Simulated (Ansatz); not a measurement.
```
Be4SeS3
1.0
   -2.45537     2.45537     4.90775
    2.45537    -2.45537     4.90775
    2.45537     2.45537    -4.90775
Se S Be
1 3 4
Cartesian
  0.00000   0.00000   4.90775
  0.00000   0.00000   0.00000
  2.45537   0.00000   2.45388
  0.00000   2.45537   2.45388
 -1.27223   1.27223   6.16848
  1.27223  -1.27223   6.16848
  1.27223   1.27223   3.64703
  1.18314   1.18314  -1.26073
```

No spin polarisation.

Level of theory: Ansatz (a program for electronic structure) PBEsol, without spin-orbit coupling. Settings: 10×10×10 k-points, 0.05 eV Fermi–Dirac smearing.

### Question
Estimate the electron mass.

### Answer
0.26 mₑ along k, 0.40 mₑ across (at M).

### Question
Predict the valence-band top at Γ (three highest levels, from the VBM).

### Answer
0.00, 0.00, -0.01 eV.

### Question
Estimate the gap character (in this cell's own zone, which can be folded).

### Answer
Indirect, Γ → M.

### Question
What band gap does the calculation give?

### Answer
2.60 eV.

These are small ordered cells, not random alloys; other orderings at the same x differ. Effective masses come from finite differences of ±0.01 Å⁻¹. Along k means along the line from Γ to the band edge. No phonon test of stability was made. The cell was made from BeSe by this change: x(S) = 0.75, 8 atoms, I-42m.
